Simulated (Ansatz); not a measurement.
Effect of Y → Al on YN

Base system: YN in the rock salt structure (space group Fm-3m, No. 225; a = 4.856 Å).

It is then changed as follows: Al takes the place of Y on all its sites, then cell and atoms are relaxed.

Computed with plane-wave PAW DFT at the PBEsol level (Ansatz, a program for electronic structure, 420 eV), without spin-orbit coupling, earlier PAW set. Γ-centred 14×14×14 mesh, Fermi–Dirac width 0.05 eV, for the changed cell.

```tsv
quantity	base	changed	shift
volume per atom	14.32 Å³	8.27 Å³	-6.05 Å³
lattice parameter a	4.856 Å	4.044 Å	-0.812 Å
space group	Fm-3m (No. 225)	Fm-3m (No. 225)	–
band gap	0.07 eV	4.55 eV	+4.48 eV
gap character	indirect, Γ → X	indirect, Γ → X	–
width of the top valence band	2.32 eV	3.94 eV	+1.62 eV
electron mass	–	0.58 mₑ along k, 0.33 mₑ across (at X)	–
hole mass (degenerate bands, along [100])	0.16, 0.99, 0.99 mₑ (at Γ)	0.33, 0.91, 0.91 mₑ (at Γ)	–
```

Effective masses come from finite differences of ±0.01 Å⁻¹. Along k means along the line from Γ to the band edge. Stability against distortions was not tested. For AlN in this form, whether it has been made was not checked. This is not the structure that AlN has at room temperature and ambient pressure. The zero or small gap of YN can change with the level of theory.
